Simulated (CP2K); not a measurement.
**Short convergence ladders for TiO₂ (Imm2, 6 atoms in the cell)**

```xyz
6
Lattice="5.4292 0.0000 0.0000 2.8168 4.6413 0.0000 -4.1230 -2.3207 2.6630" Properties=species:S:1:pos:R:3 pbc="T T T"
Ti     2.7582     0.0245     1.3315
Ti     0.0000     0.0000     0.0000
O      0.9994    -0.9654     1.3315
O      6.5308     3.6759     0.0000
O      1.7152     0.9654     0.0000
O      4.4298     0.9654     1.3315
```

Base method: CP2K with LDA (Pade form), GPW, DZVP-MOLOPT-SR-GTH basis, GTH-PADE potentials (GTH_POTENTIALS).

Base settings: CUTOFF = 600 Ry; REL_CUTOFF = 60 Ry; SMEAR/METHOD = FERMI_DIRAC; ELECTRONIC_TEMPERATURE = 232.09 K; KPOINTS/SCHEME = MONKHORST-PACK 4 4 4; GAMMA_CENTERED = T; XC_FUNCTIONAL = PADE; Ti/BASIS_SET = DZVP-MOLOPT-SR-GTH; Ti/POTENTIAL = GTH-PADE-q12; O/BASIS_SET = DZVP-MOLOPT-SR-GTH.

**The k-point mesh**

Moved along: GAMMA_CENTERED.

The second cell is the first with its lattice scaled by 0.98.

Only quantities that move along the ladder and can be compared are tabulated.

| KPOINTS/SCHEME | free energy less the last step's (meV/atom) | energy of the compressed cell less the first (meV/atom) | pressure (GPa) | largest difference of a force vector from the last step's (eV/Å) | gap on the mesh (eV) |
|---|---|---|---|---|---|
| MONKHORST-PACK 2 2 2 | -13.47 | 12.68 | -4.23 | 0.311 | 1.982 |
| MONKHORST-PACK 3 3 3 | -2.25 | 16.95 | -3.29 | 0.109 | 2.091 |
| MONKHORST-PACK 4 4 4 | 1.11 | 17.73 | -3.13 | 0.009 | 2.010 |
| MONKHORST-PACK 5 5 5 | 0.20 | 17.71 | -3.13 | 0.005 | 1.987 |
| MONKHORST-PACK 6 6 6 | -0.01 | 17.70 | -3.13 | 0.001 | 2.014 |
| MONKHORST-PACK 8 8 8 | 0.00 | 17.70 | -3.13 | 0.000 | 2.014 |
| MONKHORST-PACK 10 10 10 | 0.00 | 17.70 | -3.13 | 0.000 | 1.989 |

Coarsest KPOINTS/SCHEME that holds the forces within 0.005 eV/Å of the last step, with all finer ones: MONKHORST-PACK 6 6 6; the step before is off by 0.005 eV/Å.

Coarsest KPOINTS/SCHEME that holds the energy of the compressed cell less the first within 2 meV/atom of the last step, with all finer ones: MONKHORST-PACK 3 3 3; the step before is off by 5.0 meV/atom.

The energy difference between the two cells stays within 1 meV/atom of the last step's from MONKHORST-PACK 3 3 3 on, the total only from MONKHORST-PACK 5 5 5 on: much of the error is common to both cells and cancels.

The gap on the mesh jumps up and down from mesh to mesh; it is no smooth measure of convergence.

**Shifted k-point meshes**

In this ladder: GAMMA_CENTERED = default.

Shifted meshes do not hold Γ, so a gap read on them misses any band edge there.

Only quantities that move along the ladder and can be compared are tabulated.

| KPOINTS/SCHEME | free energy less the last step's (meV/atom) | pressure (GPa) | largest difference of a force vector from the last step's (eV/Å) | gap on the mesh (eV) |
|---|---|---|---|---|
| MONKHORST-PACK 2 2 2 | -25.39 | -4.53 | 0.334 | 2.299 |
| MACDONALD 3 3 3 0.1666666667 0.1666666667 0.1666666667 | -2.39 | -3.30 | 0.109 | 2.132 |
| MONKHORST-PACK 4 4 4 | 1.10 | -3.13 | 0.009 | 2.127 |
| MONKHORST-PACK 6 6 6 | -0.01 | -3.13 | 0.001 | 2.056 |
| MONKHORST-PACK 8 8 8 | 0.00 | -3.13 | 0.000 | 2.008 |
| MACDONALD 9 9 9 0.05555555556 0.05555555556 0.05555555556 | 0.00 | -3.13 | 0.000 | 2.001 |

Coarsest KPOINTS/SCHEME that holds the pressure within 1 GPa of the last step, with all finer ones: MACDONALD 3 3 3 0.1666666667 0.1666666667 0.1666666667; the step before is off by 1.4 GPa.

Coarsest KPOINTS/SCHEME that holds the forces within 0.01 eV/Å of the last step, with all finer ones: MONKHORST-PACK 4 4 4; the step before is off by 0.11 eV/Å.

**The width of Fermi-Dirac smearing**

The mesh stays at the base's, so the ladder's end is converged at best in this setting alone.

Only quantities that move along the ladder and can be compared are tabulated.

```csv
ELECTRONIC_TEMPERATURE,free energy less the last step's (meV/atom),pressure (GPa),largest difference of a force vector from the last step's (eV/Å)
11604.5 K,-337.49,8.10,0.468
5802.26 K,-25.95,-1.55,0.089
2320.9 K,-0.11,-3.11,0.001
1160.45 K,0.00,-3.13,0.000
```

Widest ELECTRONIC_TEMPERATURE that holds the pressure within 1 GPa of the last step, with all finer ones: 2320.9 K; the step before is off by 1.6 GPa.

Widest ELECTRONIC_TEMPERATURE that holds the forces within 0.005 eV/Å of the last step, with all finer ones: 2320.9 K; the step before is off by 0.089 eV/Å.

Widest ELECTRONIC_TEMPERATURE that holds the free energy within 0.5 meV/atom of the last step, with all finer ones: 2320.9 K; the step before is off by 26 meV/atom.

On the base run: the starting cell has typed, rounded lattice constants, without a prior relaxation at this level. Its lattice was rescaled by up to half a per cent. One atom was moved a little off its site on purpose. Values carry the incompleteness of an atom-centred basis. In the base run, with a pressure of about -3 GPa the cell is away from its equilibrium volume at this level.
